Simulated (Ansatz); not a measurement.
Worked example: self-consistent single point of VMo (Cmm2, 2 atoms in the cell) in Ansatz (a first-principles code).

Method of the run: LDA (PW92), default PAW files made with PBE (plane waves; Ansatz).

```
CELL_PARAMETERS angstrom
      1.52959    -2.21291     0.00000
      1.52959     2.21291     0.00000
      0.00000     0.00000     4.20786
ATOMIC_POSITIONS crystal
  V  0.50000 0.50000 0.51188
  Mo 0.00000 0.00000 0.00000
```

Reference input (self-consistent single point, DFT, LDA (PW92), plane waves, default PAW files made with PBE): basis.ecutwfc = 420 eV; kpoints.mp_grid.grid = 11 11 7; hamiltonian.xc = lda; hamiltonian.pseudopotentials = {kind: paw} (the program's default PAW files); scf.occupations.method = gaussian; scf.occupations.width = 0.1 eV. This run's input differs from it in these lines:

Ansatz 0.2 input:
```diff
@@ -9,3 +9,3 @@
 basis:
-  ecutwfc: 420.0 eV
+  ecutwfc: 210.0 eV
 kpoints:
```

The program printed (abridged):

```
SCF iter   1: F=—  HF=-7696.336710 eV  |F-HF|=—  |Δ(HF+E_count)|=         —  Δρ=9.62e-2  dr2=1.43e0  ethr=1.77e-3  ⟨swp⟩=4.0  Hψ=9704  notcnv=0
all-band conjugate gradients solve this SCF's bands
preconditioner: auto → none
SCF iter   2: F=—  HF=-7695.641764 eV  |F-HF|=—  |Δ(HF+E_count)|=   6.95e-1  Δρ=3.52e-2  dr2=1.28e-1  ethr=1.77e-3  ⟨swp⟩=2.0  Hψ=6294  notcnv=0  defer=42
   [... lines left out ...]
SCF iter   5: F=—  HF=-7695.536620 eV  |F-HF|=—  |Δ(HF+E_count)|=   5.13e-4  Δρ=8.58e-4  dr2=4.52e-4  ethr=6.82e-6  ⟨swp⟩=2.1  Hψ=3699  notcnv=0  defer=42
SCF iter   6: F=—  HF=-7695.536503 eV  |F-HF|=—  |Δ(HF+E_count)|=   1.17e-4  Δρ=1.57e-4  dr2=1.33e-5  ethr=1.67e-6  ⟨swp⟩=2.0  Hψ=3339  notcnv=0  defer=42
SCF iter   7: F=—  HF=-7695.536507 eV  |F-HF|=—  |Δ(HF+E_count)|=   3.62e-6  Δρ=5.87e-5  dr2=1.38e-6  ethr=4.92e-8  ⟨swp⟩=2.0  Hψ=3307  notcnv=0  defer=42
SCF iter   8: F=-7695.536507 eV  HF=-7695.536507 eV  |F-HF|=2.34e-10  |Δ(HF+E_count)|=  4.27e-10  Δρ=5.97e-6  dr2=7.86e-9  ethr=3.70e-10  ⟨swp⟩=3.5  Hψ=8484  notcnv=0
SCF 1 converged in 8 iterations: F = -7695.536507 eV  dr2 = 7.86e-9
Free energy (F): -7695.536507 eV
Internal energy: -7695.529780 eV  (E = F + TS)
E sigma→0 (E₀):  -7695.533143 eV
Entropy (-TS):   -0.006727 eV (-3.363 meV/atom)
Fermi energy:    18.936149 eV
--- Forces (eV/Å), atoms counted from 1 ---
  atom   1  V      0.00000000     0.00000000    -0.19125021
  atom   2  Mo     0.00000000     0.00000000     0.19095879
--- Stress (GPa, compression-positive) ---
       -5.748634       0.000000       0.000000
        0.000000      -1.726643       0.000000
        0.000000       0.000000      -9.830701
  P = ⅓ Tr σ = -5.7687 GPa (-57.687 kbar)
  The stress holds the Pulay correction. Without it, at fixed plane waves, as pw.x and ABINIT print it: P = -212.1596 GPa
```

The run converged in 8 iterations. Against the reference run the free energy goes up by 3.98 eV/atom, the pressure goes from -7.84 to -5.77 GPa and the largest force goes from 0.439 to 0.191 eV/Å.

The starting cell comes from a database of computed structures (which also holds hypothetical and non-ambient phases and stackings), without a prior relaxation at this level. Its lattice was rescaled by up to half a per cent. One atom was moved a little off its site on purpose. Spin polarisation is off. Ansatz's pressure includes its estimate of the finite-basis (Pulay) stress. Without the estimate this run gives -212.16 GPa. The cutoff lies below the one recommended for these files.
